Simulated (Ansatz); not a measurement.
The starting structures come from a database of crystals and need not be the phases stable at ambient conditions.

Where the default PAW files enter, the runs use the earlier of Ansatz's two default sets.

Inside the gap of an insulator the Bloch states are evanescent, with a wavenumber k + iκ along the transport direction.

Here is the system:

```
GaS
1.0
    3.59359     0.00000     0.00000
   -1.79679     3.11214     0.00000
    0.00000     0.00000    15.33149
Ga S
4 4
Direct
  0.00000   0.00000   0.17015
  0.00000   0.00000   0.82985
  0.00000   0.00000   0.67015
  0.00000   0.00000   0.32985
  0.66667   0.33333   0.09929
  0.33333   0.66667   0.90071
  0.33333   0.66667   0.59929
  0.66667   0.33333   0.40071
```

Space group of this cell: P6_3/mmc. The cell was relaxed by PBE-D3(BJ); by PBEsol its mean pressure is -0.8 GPa.

Transport runs along the normal of the first two printed cell vectors, the (001) plane of the conventional cell.

The gap is the functional's own, uncorrected, and κ follows it; spin-orbit coupling is left out. Mid-gap means the computed energy nearest the middle.

**Question.** State the band gap and the smallest decay constant κ at mid-gap according to PBEsol (Ansatz, a program for electronic structure).

**Answer.** Gap 1.42 eV on a 12×12×2 mesh; κ = 0.121 1/Å, at the zone centre.
